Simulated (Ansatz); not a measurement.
Given:

```yaml
crystal:
  lattice:
    - [3.31943, 0.00000, 0.00000]
    - [-1.65971, 2.87471, 0.00000]
    - [0.00000, 0.00000, 5.16637]
  atoms:
    - { symbol: Sc, position: [0.33333, 0.66667, 0.75000] }
    - { symbol: Sc, position: [0.66667, 0.33333, 0.25000] }
```

No spin polarisation.

A single point on Sc, its geometry relaxed with PBE.

The values are results of DFT with r2SCAN, PAW potentials and a 500 eV plane-wave cutoff in Ansatz (a quantum-chemistry and plane-wave program), spin-orbit coupling left out, not measurements. k-mesh 16×16×9 (Γ-centred); smearing 0.05 eV (Fermi–Dirac).

Question: Predict the pressure and band gap.

Answer: 
```json
{
 "pressure": "0.6 GPa",
 "band_gap": "zero"
}
```

Single points use the geometry relaxed with PBE. Whether these cells are dynamically stable was not tested. All final runs are without spin polarisation. The cell is Sc in the hcp (Mg type) structure (space group P6_3/mmc, No. 194).
